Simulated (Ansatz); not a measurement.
The starting structures come from a database of crystals and need not be the phases stable at ambient conditions.

By PBEsol, the system below comes out a metal.

A figure of merit of an interconnect metal is its ballistic conductance per area.

Given:

```
CELL_PARAMETERS angstrom
      4.41095     0.00000     0.00000
     -2.20547     3.81999     0.00000
      2.20547    -1.27333     3.67502
ATOMIC_POSITIONS crystal
  Ga 0.25000 0.75000 0.25000
  Bi 0.00000 0.00000 0.00000
```

Space group of this cell: R3m. The cell is strained (lengths across the current scaled by 0.98, ions clamped); by PBEsol its mean pressure is 1.1 GPa.

The current flows along the normal of the first two printed cell vectors, the (111) (indices of the unstrained crystal) plane of the conventional cell. No spin-orbit coupling; the value is a mean over 0.1 eV about the Fermi level.

Problem. Estimate the ballistic conductance per area that PBEsol run with Ansatz (a program for electronic structure) returns for this system.

Solution. 0.075 × 10¹⁵ S/m² for both spins.
